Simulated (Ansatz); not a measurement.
## One base run on Cr₃NiP₄ (P1, 8 atoms in the cell) and variants with one or two settings moved

```
Cr3NiP4
1.0
    5.31766     0.00000     0.00000
    0.00000     3.09241     0.00000
   -0.01520     0.00000     5.99009
Cr Ni P
3 1 4
Direct
  0.00688   0.00148   0.19594
  0.48813   0.50301   0.70692
  0.00036   0.49176   0.79546
  0.50694   0.00125   0.30827
  0.69260   0.00356   0.93288
  0.18754   0.00356   0.56079
  0.30382   0.49760   0.06905
  0.81372   0.49778   0.43069
```
Moments meant for the start (each program seeds them in its own way; μB, in the order of the atoms Cr Cr Cr Ni P P P P): 3.0 3.0 3.0 0.0 0.0 0.0 0.0 0.0.

Base run A: PBEsol, PAW files made with PBE (Ansatz, a program for electronic structure), self-consistent single point.

Its settings: kpoints.mp_grid.grid = 4 6 3; hamiltonian.xc = pbesol; hamiltonian.pseudopotentials = {kind: paw} (the program's default PAW files); magnetization.spin_polarized = true; scf.occupations.method = gaussian; scf.occupations.width = 0.02 Ry.

The starting cell comes from a database of computed structures (which also holds hypothetical and non-ambient phases and stackings), without a prior relaxation at this level. Its atoms were displaced at random from the sites of space group no. 6. The magnetic order is the one reached from the typed start; others were not searched systematically. In the base run, with a pressure of about -8 GPa the cell is away from its equilibrium volume at this level. Ansatz's pressure includes its estimate of the finite-basis (Pulay) stress. Without a gap this mesh is coarse (it stands for a supercell whose shortest vector is 18 Å).

ΔF is the free energy per atom less that of run A. A dash stands where there is no value to compare (another energy zero or no entropy term, no result, no spin, no clean gap, or a mesh too coarse for one). Absolute energies have different zeros for different potentials, functionals, Hubbard and dispersion terms and are not compared across them.

Runs C sample the zone with one or two k-points, far too few for so small a cell.

Run A gave: pressure (GPa) -7.51; largest force (eV/Å) 0.929; size of the net moment (μB/atom) 0.20; k-points 38.

Runs:
- B: magnetization.spin_polarized: true → default
- C: kpoints.mp_grid.grid: 4 6 3 → 1 1 1
- D: hamiltonian.dispersion: default → d3bj [PBEsol-D3BJ]
- E: kpoints.mp_grid.shift: default → 0.5 0.5 0.5
- F: scf.convergence.dr2_threshold: default (1e-07 eV) → 0.001 eV
- G: scf.mixing.preconditioner: default (the program chose Kerker) → local_kerker
- H: scf.algorithm: default → direct_min
- I: scf.mixing.algorithm: default (the program chose MSR1) → broyden; scf.mixing.beta_mag: default → 2
- J: scf.mixing.algorithm: default (the program chose MSR1) → anderson; scf.mixing.ndim: default → 2

Question: What does run B change against A?

Answer: The free energy rises by 2.6 meV/atom, the pressure goes from -7.51 to -8.30 GPa, the largest force goes from 0.929 to 0.826 eV/Å and the net moment of 0.20 μB/atom is absent without spin.

```json
[
 {"run": "A", "ΔF (meV/atom)": "0.00", "pressure (GPa)": "-7.51", "largest force (eV/Å)": "0.929", "size of the net moment (μB/atom)": "0.20", "k-points": "38"},
 {"run": "B", "ΔF (meV/atom)": "2.6", "pressure (GPa)": "-8.30", "largest force (eV/Å)": "0.826", "size of the net moment (μB/atom)": "–", "k-points": "38"},
 {"run": "C", "ΔF (meV/atom)": "776.3", "pressure (GPa)": "-2.75", "largest force (eV/Å)": "2.955", "size of the net moment (μB/atom)": "0.47", "k-points": "1"},
 {"run": "D", "ΔF (meV/atom)": "–", "pressure (GPa)": "-13.26", "largest force (eV/Å)": "0.931", "size of the net moment (μB/atom)": "0.20", "k-points": "38"},
 {"run": "E", "ΔF (meV/atom)": "0.77", "pressure (GPa)": "-7.48", "largest force (eV/Å)": "0.937", "size of the net moment (μB/atom)": "0.20", "k-points": "36"},
 {"run": "F", "ΔF (meV/atom)": "0.03", "pressure (GPa)": "-7.54", "largest force (eV/Å)": "0.928", "size of the net moment (μB/atom)": "0.20", "k-points": "38"},
 {"run": "G", "ΔF (meV/atom)": "0.00", "pressure (GPa)": "-7.51", "largest force (eV/Å)": "0.929", "size of the net moment (μB/atom)": "0.20", "k-points": "38"},
 {"run": "H", "ΔF (meV/atom)": "0.00", "pressure (GPa)": "-7.51", "largest force (eV/Å)": "0.929", "size of the net moment (μB/atom)": "0.20", "k-points": "38"},
 {"run": "I", "ΔF (meV/atom)": "0.00", "pressure (GPa)": "-7.51", "largest force (eV/Å)": "0.929", "size of the net moment (μB/atom)": "0.20", "k-points": "38"},
 {"run": "J", "ΔF (meV/atom)": "0.00", "pressure (GPa)": "-7.51", "largest force (eV/Å)": "0.929", "size of the net moment (μB/atom)": "0.20", "k-points": "38"}
]
```

Keys are those of Ansatz 0.2.
